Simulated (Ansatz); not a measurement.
Candidate structures of BeS, relaxed level by level: BeS (model structure, from the CdTe type, P6₄22, No. 181); BeS (model structure, from the NiAs type, P6₃/mmc, No. 194); BeS (model structure, from the wurtzite type, P6₃mc, No. 186); zinc-blende BeS. Levels: r²SCAN in Ansatz (plane waves, PAW).

### Question
Which structure has the lowest energy at each level, and how far above it lie the others?

### Answer
Lowest: r²SCAN, zinc-blende BeS (within 10 meV/atom of BeS (model structure, from the wurtzite type, P6₃mc, No. 186), too close to call). Energies above the lowest of these candidates, meV/atom:

```
structure                                                      r²SCAN
-------------------------------------------------------------  ------
zinc-blende BeS                                                     0
BeS (model structure, from the wurtzite type, P6₃mc, No. 186)       8
BeS (model structure, from the CdTe type, P6₄22, No. 181)         344
BeS (model structure, from the NiAs type, P6₃/mmc, No. 194)       574
```

A measured cell is on file for: zinc-blende BeS.

Static-lattice energies; unlike cells have unlike k meshes, which leaves some meV/atom of uncertainty, and other structures than these can lie lower.

A model structure was made by putting elements into a prototype or built by hand; it is no filed structure, need not be a known phase, and can be a saddle point held by its symmetry.

Ansatz is a quantum-chemistry and plane-wave program.
